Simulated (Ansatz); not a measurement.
End structure of the (111) surface of fcc Ag, one row in 3 of the top plane missing (bottom of the slab: a bare face, its two planes held):

```xyz
17
Lattice="2.9334 0.0000 0.0000 -4.4001 7.6212 0.0000 0.0000 0.0000 28.0000" Properties=species:S:1:pos:R:3 pbc="T T T"
Ag    -2.9334     6.7744     8.0123
Ag     0.0000     1.6936     8.0123
Ag    -1.4667     4.2340     8.0123
Ag    -1.4667     5.9276    10.4074
Ag     1.4667     0.8468    10.4074
Ag     0.0000     3.3872    10.4074
Ag    -2.9334     5.0755    12.7972
Ag     0.0000     0.0024    12.7962
Ag    -1.4667     2.5396    12.7998
Ag    -1.4667     4.2228    15.2002
Ag    -2.9334     6.7749    15.1809
Ag     0.0000     1.6965    15.1991
Ag     0.0000     3.3627    17.6493
Ag    -1.4667     5.9093    17.5422
Ag     1.4667     0.8855    17.5888
Ag    -2.9334     5.1359    19.8893
Ag     0.0000    -0.0201    19.8739
```

Set-up: 17 atoms, 12.0 Å thick at the start with caps and adatoms (thin: gaps and levels are the slab's own); mesh 15x5x1; 0.1 eV smearing; dipole correction on; 6 atoms held, the rest relaxed; held to the start's symmetry, so lower structures may exist; no spin, no spin-orbit, no U. In PBE it is, or lies within 0.01 eV a 1x1 cell of, the lowest of the 2 structures of its composition computed so far; subsurface sites and larger cells were not tried.

Question: Predict the work function of the top face from PBE (Ansatz, a first-principles code).

Answer: 4.13 eV
